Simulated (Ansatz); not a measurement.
## InHO2: isotropic strain +0.84 %

Base system: InHO$_{2}$ (space group Pmn2_1, No. 31; a = 3.2918 Å, b = 4.5634 Å, c = 5.2942 Å).

One thing is altered: every lattice vector is stretched by 0.84 %; the atoms relax in the strained cell.

Level of theory: PBEsol, PAW, 420 eV (Ansatz, a program for electronic structure; without spin-orbit coupling). Settings: 10×7×6 k-points, 0.05 eV Fermi–Dirac smearing.

| quantity | base | changed | shift |
|---|---|---|---|
| space group | Pmn2_1 (No. 31) | Pmn2_1 (No. 31) | – |
| shortest interatomic distance | 2.016 bohr | 1.993 bohr | -0.023 bohr |
| energy relative to the base (free energy F) | 0 meV/atom | +2.6 meV/atom | +2.6 meV/atom |
| pressure (mean of the normal stresses, compression positive) | 0.00 GPa | -3.16 GPa | -3.16 GPa |
| band gap | 1.99 eV | 1.82 eV | -0.17 eV |
| gap character | direct at Γ | direct at Γ | – |
| mean gap deformation potential ΔEg/Δln V | – | -6.6 eV | – |
| electron mass | 0.23 mₑ (at Γ) | 0.22 mₑ (at Γ) | – |
| valence-band top at Γ (three highest levels, from the VBM) | 0.00, -0.01, -0.03 eV | 0.00, -0.05, -0.05 eV | – |

Masses are band curvatures over ±0.01 Å⁻¹ around the edge. Stability against distortions was not tested.
